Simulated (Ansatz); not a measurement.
**A computed series for hypothetical cubic perovskite KMnBr3: element substitutions**

Take KMnBr₃ in the cubic perovskite structure (space group Pm-3m, No. 221; ferromagnetic; a hypothetical phase, not in the database extracts checked) as the base.

```xyz
5
Lattice="5.2547 0.0000 0.0000 0.0000 5.2547 0.0000 0.0000 0.0000 5.2547" Properties=species:S:1:pos:R:3 pbc="T T T"
K      0.0000     0.0000     0.0000
Mn     2.6274     2.6274     2.6274
Br     0.0000     2.6274     2.6274
Br     2.6274     2.6274     0.0000
Br     2.6274     0.0000     2.6274
```

Each row replaces one element on all its sites; cell and atoms are relaxed.

Computed with PBEsol/PAW in Ansatz (a first-principles code), no spin-orbit coupling.

| change | band gap | shortest interatomic distance |
|---|---|---|
| base | 0.60 eV | 2.627 Å |
| K → Na | 0.51 eV | 2.611 Å |
| Mn → Ni | zero | ? |
| K → Sc | zero | 2.542 Å |

Problem. What belongs in the blanks?

Solution. 
- Mn → Ni, shortest interatomic distance: 2.478 Å

Stability against distortions was not tested. As relaxed here, NaMnBr3 is a hypothetical phase, not in the database extracts checked. No Hubbard U is applied and the magnetic state is the run's own (NaMnBr3 ferromagnetic; KMnBr3 ferromagnetic; KNiBr3 weakly magnetic; ScMnBr3 ferrimagnetic); small cells can't hold the antiferromagnetic order that many such compounds have, so gaps and moments can be off. Where the two band edges lie in opposite spin channels, the gap is a spin-flip gap. Many cubic perovskites are stable only at high temperature; tilts and polar distortions were not tested.
